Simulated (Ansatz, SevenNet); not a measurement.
## How the bulk modulus of fluorite AuAl2 moves with the method

No measured value is used here.

```tsv
level (code)	value (GPa)	cell (Å³/atom)
SevenNet-l3i5 (SevenNet)	102	18.57
LDA (Ansatz)	121	17.61
PBE (Ansatz)	105	18.55
PBEsol (Ansatz)	115	18.03
PBEsol+SOC (Ansatz)	118	17.90
r²SCAN (Ansatz)	118	18.09
r²SCAN+SOC (Ansatz)	121	17.96
HSE06 (Ansatz)	114	18.12
PBE0 (Ansatz)	117	18.11
```

Density-functional levels without +SOC have no spin–orbit coupling. Each level is taken at its own relaxed cell. Cutoffs and k meshes differ between the levels. Ansatz's density-functional and Hartree–Fock values are scalar-relativistic unless marked +SOC, with PAW data made under PBE.

Machine-learned potentials (SevenNet-l3i5) are trained on DFT data, which may include these solids.

Ansatz is a program for electronic structure.
